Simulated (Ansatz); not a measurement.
Take CuI in the zinc blende structure (space group F-43m, No. 216; a = 6.079 Å) as the base.

Method: Ansatz (a quantum-chemistry and plane-wave program) PBE, spin-orbit coupling left out.

Base values:

* **Shortest interatomic distance**: 2.632 Å
* **Valley order**: Γ 1.10 eV; L along ⟨111⟩ 2.13 eV; X along ⟨100⟩ 2.73 eV

One thing is altered: cell and atoms relaxed at a pressure of 45 GPa.

Q: Predict the new shortest interatomic distance.

A: The shortest interatomic distance drops by 0.332 Å, from 2.632 Å to 2.300 Å.

Q: What does the calculation give for the valley order after the change?

A: The valley order (the lowest conduction-band minima on the path, energy above the VBM, named in the base's zone) changes from Γ 1.10 eV; L along ⟨111⟩ 2.13 eV; X along ⟨100⟩ 2.73 eV to X along ⟨100⟩ 1.70 eV; L along ⟨111⟩ 2.43 eV; Γ 2.49 eV.

Spin-orbit coupling, missing from the scalar runs, can matter with I. The levels and masses belong to the bands next to the band gap. Load acts through the strain it causes; cell and atoms are relaxed under it. No phonon test of stability was made. Tetrahedral semiconductors of this kind turn to denser phases somewhere between about 1 and 50 GPa; those were not computed, so compressed cells here can lie past the real transition. All final runs are without spin polarisation.
